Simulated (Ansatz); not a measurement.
Checking a run of Ansatz (a program for electronic structure) on KRb3 (I4/mmm, 4 atoms in the cell). The aim is a self-consistent single point with DFT, PBEsol, plane waves, default PAW files made with PBE.

Cell that was meant: a = 7.9940 Å, b = 7.9940 Å, c = 7.9940 Å, α = 120.46°, β = 120.46°, γ = 89.21°.

Part of the input:

Ansatz 0.2 input:
```yaml
    - { symbol: Rb, position_ang: [-0.00000000, 3.96944100, 2.84564600] }
    - { symbol: Rb, position_ang: [3.96944100, 0.00000000, 2.84564600] }
    - { symbol: Rb, position_ang: [0.00000000, 0.00000000, 5.69129200] }
basis:
  ecutwfc: 40
kpoints:
  mp_grid: { grid: [6, 6, 6] }
hamiltonian:
```

Log, with long lists cut:

```
   [... lines left out ...]
PAW frozen core: Rb, regenerated for the run's functional, and the local potential with it
Initial density: superposition of atomic densities (neutral atoms: chi_scale 0, normalization atom), corrected by the library's trained network
Initial wavefunctions: pseudopotential atomic-orbital guess
Eigensolver: davidson
Functional: x = pbesol(κ = 0.804, μ = 0.12345679012345678), c = pbesol(β = 0.046)
SCF iter   1: F=—  HF=-10917.161359 eV  |F-HF|=—  |Δ(HF+E_count)|=         —  Δρ=2.17e-1  dr2=2.01e2  ethr=1.77e-3  ⟨swp⟩=4.7  Hψ=2945  notcnv=0
all-band conjugate gradients solve this SCF's bands
preconditioner: auto → LDOS
SCF iter   2: F=—  HF=-10798.417931 eV  |F-HF|=—  |Δ(HF+E_count)|=    1.19e2  S|Δr|=    0.00e0  Δρ=8.29e-3  dr2=5.40e-1  ethr=1.77e-3  ⟨swp⟩=3.6  Hψ=2093  notcnv=0
   [... lines left out ...]
SCF iter   5: F=—  HF=-10798.894094 eV  |F-HF|=—  |Δ(HF+E_count)|=   1.22e-3  S|Δr|=    0.00e0  Δρ=4.78e-5  dr2=3.17e-5  ethr=1.01e-5  ⟨swp⟩=2.0  Hψ=980  notcnv=0  defer=1
SCF iter   6: F=—  HF=-10798.852687 eV  |F-HF|=—  |Δ(HF+E_count)|=   4.14e-2  S|Δr|=    0.00e0  Δρ=1.97e-5  dr2=4.42e-6  ethr=8.81e-8  ⟨swp⟩=2.2  Hψ=1161  notcnv=0  defer=1
SCF iter   7: F=-10798.852689 eV  HF=-10798.852689 eV  |F-HF|=6.53e-8  |Δ(HF+E_count)|=   1.89e-6  S|Δr|=    0.00e0  Δρ=3.25e-6  dr2=8.67e-8  ethr=2.78e-10  ⟨swp⟩=10.7  Hψ=3357  notcnv=0
SCF 1 converged in 7 iterations: F = -10798.852689 eV  dr2 = 8.67e-8
Stability not checked (fill_not_monotonic)
Free energy (F): -10798.852689 eV
Internal energy: -10798.846554 eV  (E = F + TS)
E sigma→0 (E₀):  -10798.850644 eV
Entropy (-TS):   -0.006135 eV (-1.534 meV/atom)
Fermi energy:    2.377203 eV
--- Forces (eV/Å), atoms counted from 1 ---
  atom   1  K      0.00000000     0.00000000     0.00000000
   [... zero for the other atoms too ...]
--- Stress (GPa, compression-positive) ---
       -4.966996       0.000000      -0.000000
        0.000000      -4.966996      -0.000000
       -0.000000       0.000000      -4.800429
  P = ⅓ Tr σ = -4.9115 GPa (-49.115 kbar)
  The stress holds the Pulay correction. Without it, at fixed plane waves, as pw.x and ABINIT print it: P = -169.7683 GPa
```

### Question
Can these results be used? Check the input.

### Answer
The run is not sound. The fault is this: a cutoff meant in Ry typed as a bare number, read as eV. A bare number is read in the key's own unit, and eV, Ry (13.6 eV) and Ha (27.2 eV) lie far apart, so the setting ends up far from the one that was meant. To fix it, convert the value to the unit that the key expects. The run converged in 7 iterations without an error; against the sound input the free energy goes up by 92.0 eV/atom and the pressure goes from -0.23 to -4.91 GPa. At a fixed set of plane waves, without the program's Pulay estimate, the pressure is -169.77 GPa against -0.23 GPa.

An input that runs soundly differs in these lines (not the only fix; some lines may just follow from the change or write a value another way):
```diff
-basis:
-  ecutwfc: 40
```

With that input, the run converged in 6 iterations: free energy E − TS (on the zero of these files) -11166.9744 eV; Fermi level (on the code's own zero) 1.71 eV; pressure -0.23 GPa (DFT, PBEsol, plane waves, default PAW files made with PBE).

On the sound input: the starting cell comes from a database of computed structures (which also holds hypothetical and non-ambient phases and stackings), without a prior relaxation at this level. Its lattice was rescaled by a random factor within 2.5 % of one. Ansatz's pressure includes its estimate of the finite-basis (Pulay) stress.
